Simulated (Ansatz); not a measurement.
How the bulk modulus B0 of Ca2F (model structure, started from the Ca2N type, R-3m, No. 166, 3 atoms in the cell) moves with the method

No measured value is used here.

| level (code) | value (GPa) | cell (Å³/atom) |
|---|---|---|
| LDA (Ansatz) | 29.5 | 22.83 |
| PBE (Ansatz) | 26.6 | 25.93 |
| PBEsol (Ansatz) | (withheld) | 24.64 |
| r²SCAN (Ansatz) | 28.1 | 25.37 |

Problem. Complete the blanks.

Solution. 
- PBEsol (Ansatz, a quantum-chemistry and plane-wave program), value (GPa): 27.3

LDA, PBE, PBEsol, r²SCAN: the bulk modulus is −V dP/dV from two relaxed cells at ±2 % in volume. Each level is taken at its own relaxed cell. Cutoffs differ between the levels. Ansatz's density-functional and Hartree–Fock values are scalar-relativistic unless marked +SOC, with PAW data made under PBE.

A model structure was made by putting elements into a prototype or built by hand; it is no filed structure, need not be a known phase, and can be a saddle point held by its symmetry.
